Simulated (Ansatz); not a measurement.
Consider W in the bcc (W type) structure (space group Im-3m, No. 229; a = 3.169 Å; relaxed with 0.1 eV smearing). Axes: x, y, z lie along the cube axes.

Computed with r2SCAN, PAW, 500 eV (Ansatz, a first-principles code; without spin-orbit coupling).

Now apply this change: tensor shear ε_xy = +1.43 % (engineering shear γ = 0.0286), atoms relaxed at fixed cell.

Predict the stress tensor and what it implies for the stiffness.

Stress of the strained cell less that of the base (GPa, compression positive):
```
    0.2    -4.3     0.0
   -4.3     0.2     0.0
    0.0     0.0     0.3
```

Then −Δσ/γ with γ = 2ε = 0.0286 gives secant stiffness values (nonlinear terms included at this strain): C66 ≈ 151 GPa.

As a check, the harmonic strain energy −½ V₀ Δσ:ε is 6.2 meV/atom; the computed energy rise is 6.1 meV/atom.

Whether these cells are dynamically stable was not tested. All final runs are without spin polarisation.
